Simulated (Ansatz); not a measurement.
Given:

```
CELL_PARAMETERS angstrom
      3.02998     0.00000     0.00000
     -1.51499     2.62404     0.00000
      0.00000     0.00000     5.05966
ATOMIC_POSITIONS crystal
  Al 0.33333 0.66667 0.00043
  Al 0.66667 0.33333 0.50043
  N  0.33333 0.66667 0.37457
  N  0.66667 0.33333 0.87457
```

Level of theory: r2SCAN with spin-orbit coupling, rigid bands (plane waves, PAW; Ansatz, a first-principles code). Condition of this run: biaxial stress in the c plane of 13.5 GPa (compression positive) (the target of the relaxation). Geometry: cell and atoms relaxed with PBEsol, then loaded as said.

Problem. What conductivity effective mass do dilute electrons have at 300 K?

Solution. 0.35 (x), 0.35 (y), 0.29 (z) mₑ.

Problem. What conductivity effective mass do dilute holes have at 300 K?

Solution. 2.3 (x), 2.3 (y), 3.7 (z) mₑ.

Problem. And the band gap?

Solution. 5.21 eV at this level; semilocal functionals usually fall short of the measured gap.

Rigid bands, one relaxation time for all states, no polarons. Geometry: cell and atoms relaxed with PBEsol.
